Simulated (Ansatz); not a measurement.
## Effect of biaxial strain −4.70 %, plane normal [001], relaxed out of plane on BeS

Consider BeS in the zinc blende structure (space group F-43m, No. 216; a = 4.869 Å). Axes: x, y, z lie along the cube axes.

It is then changed as follows: compressive biaxial strain of 4.70 % in the plane normal to [001], as in epitaxy on a mismatched substrate; the out-of-plane cell vector and the atoms relax.

The values are results of r2SCAN, PAW, 500 eV (Ansatz, a program for electronic structure; no SOC), not measurements. Settings: 12×12×12 k-points, 0.05 eV Fermi–Dirac smearing.

```csv
quantity,base,changed,shift
volume per atom,14.42 Å³,13.56 Å³,-0.866 Å³
space group,F-43m (No. 216),I-4m2 (No. 119),–
shortest interatomic distance,3.984 bohr,3.908 bohr,-0.0754 bohr
energy relative to the base (free energy F),0 meV/atom,+40 meV/atom,+40 meV/atom
band gap,3.59 eV,3.04 eV,-0.55 eV
gap character,–,"indirect, Γ → X",–
smallest direct gap,6.22 eV,5.94 eV,-0.28 eV
electron mass,"0.79 mₑ along k, 0.29 mₑ across (at X)","0.72 mₑ along k, 0.29 mₑ across (at X)",–
"valence-band top at Γ (three highest levels, from the VBM)","0.00, 0.00, 0.00 eV","0.00, 0.00, -0.56 eV",–
"valley order (the lowest conduction-band minima on the path, energy above the VBM, named in the base's zone)",X along ⟨100⟩ 3.59 eV,X along [010] 3.04 eV; X along [001] 3.78 eV,–
out-of-plane strain,–,+3.49 %,–
ratio −ε⊥/ε∥,–,0.74,–
mean in-plane stress (compression positive),–,+10.1 GPa,–
```

Masses are band curvatures over ±0.01 Å⁻¹ around the edge. Along k means along the line from Γ to the band edge. Whether these cells are dynamically stable was not tested. k-point labels follow each cell's own Brillouin zone.
